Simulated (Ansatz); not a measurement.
Consider MgSe in the rock salt structure (space group Fm-3m, No. 225; a = 5.450 Å).

It is then changed as follows: cell and atoms relaxed at a pressure of 60 GPa.

Levels (all Ansatz, a first-principles code, PAW): PBEsol (420 eV, no SOC); HSE06+SOC (420 eV, with spin-orbit coupling).

The geometry is relaxed with PBEsol.

| Quantity | Value |
|---|---|
| PBEsol valence-band top at Γ | 0.00, 0.00, 0.00 eV |
| PBEsol lowest conduction level above the VBM at special points | X 2.15 eV; U 3.03 eV; K 3.03 eV; Γ 6.09 eV |

Problem. How does going to HSE06+SOC change the valence-band top at Γ and lowest conduction level above the VBM at special points?

Solution. The valence-band top at Γ (three highest Kramers pairs, from the VBM) changes from 0.00, 0.00, 0.00 eV to 0.00, 0.00, -0.53 eV; the lowest conduction level above the VBM at special points becomes X 2.85 eV; U 3.85 eV; K 3.85 eV; Γ 7.34 eV (PBEsol: X 2.15 eV; U 3.03 eV; K 3.03 eV; Γ 6.09 eV). The threefold valence maximum splits by Δso ≈ 0.53 eV.

Single points use the geometry relaxed with PBEsol. The hybrid gap comes from the SCF mesh plus the semilocal run's edge points and a few special points and is an upper bound. Differences between runs with and without spin-orbit coupling are approximate. The levels and masses belong to the bands next to the band gap. Load acts through the strain it causes; cell and atoms are relaxed under it. Stability against distortions was not tested. Competing high-pressure phases were not computed.
